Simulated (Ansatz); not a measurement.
**Response to strain in Cu**

Base system: Cu in the fcc (Cu type) structure (space group Fm-3m, No. 225; relaxed with 0.1 eV smearing).

```
CELL_PARAMETERS angstrom
      0.00000     1.78838     1.78838
      1.78838     0.00000     1.78838
      1.78838     1.78838     0.00000
ATOMIC_POSITIONS crystal
  Cu 0.00000 0.00000 0.00000
```

Cartesian axes are those of the cell as printed.

Strains are applied to the cell and any free atomic positions relax; under biaxial strain the out-of-plane vector relaxes too; under stress the whole cell relaxes.

The values are results of DFT with r2SCAN, PAW potentials and a 500 eV plane-wave cutoff in Ansatz (a quantum-chemistry and plane-wave program), no spin-orbit coupling, not measurements.

Notes on the quantities. pressure: mean of the normal stresses, compression positive; energy relative to the base: free energy F.

| case | pressure | energy relative to the base | space group | volume per atom |
|---|---|---|---|---|
| base | 0.0 GPa | 0 meV/atom | Fm-3m (No. 225) | 11.44 Å³ |
| biaxial strain −0.50 %, plane normal [001], relaxed out of plane | 0.5 GPa | +0.3 meV/atom | I4/mmm (No. 139) | 11.40 Å³ |
| biaxial strain +4.40 %, plane normal [110], relaxed out of plane | -7.2 GPa | +36 meV/atom | Immm (No. 71) | ? |
| isotropic strain +2.57 % | -10.2 GPa | +31 meV/atom | Fm-3m (No. 225) | 12.34 Å³ |
| uniaxial strain ε_zz = −0.95 % | ? | ? | I4/mmm (No. 139) | 11.33 Å³ |
| uniaxial stress, 2 GPa compression along z | – | +2.2 meV/atom | I4/mmm (No. 139) | 11.40 Å³ |

Problem. What belongs in the blanks?

Solution. 
- biaxial strain +4.40 %, plane normal [110], relaxed out of plane, volume per atom: 12.11 Å³
- uniaxial strain ε_zz = −0.95 %, pressure: 1.6 GPa
- uniaxial strain ε_zz = −0.95 %, energy relative to the base: +0.7 meV/atom

A biaxial case was relaxed in a doubled cell and then solved in the primitive one. Stability under load was not tested beyond the relaxation. The final runs are not spin-polarised.
